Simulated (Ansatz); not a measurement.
A calculation on MoP (P-6m2, No. 187, 2 atoms in the cell; start mp-219) returned lattice constant a 3.191 Å, lattice parameter c 3.157 Å, cohesive energy 7.04 eV/atom.

Problem. Which level of theory produced these numbers?
A. LDA (Ansatz, a quantum-chemistry and plane-wave program)
B. PBE-D3(BJ) (Ansatz)
C. PBE (Ansatz)
D. PBEsol (Ansatz)

Solution. A, LDA (Ansatz)

The others give: PBEsol 3.206 Å, 3.174 Å, 6.28 eV/atom; PBE 3.241 Å, 3.196 Å, 5.58 eV/atom; PBE-D3(BJ) 3.199 Å, 3.175 Å, 6.21 eV/atom.

Unless a cell is named, each level is at its own relaxed cell (LDA 13.92, PBE 14.53, PBE-D3(BJ) 14.07, PBEsol 14.13 Å³/atom).

Caveats: the relaxation could not lower the start's symmetry, so the cell can be a saddle point above a distorted one (PBEsol, PBE, PBE-D3(BJ), LDA). Ansatz's density-functional and Hartree–Fock values are scalar-relativistic unless marked +SOC, with PAW data made under PBE.

A start named mp-… is a Materials Project structure, which need not be a measured phase.
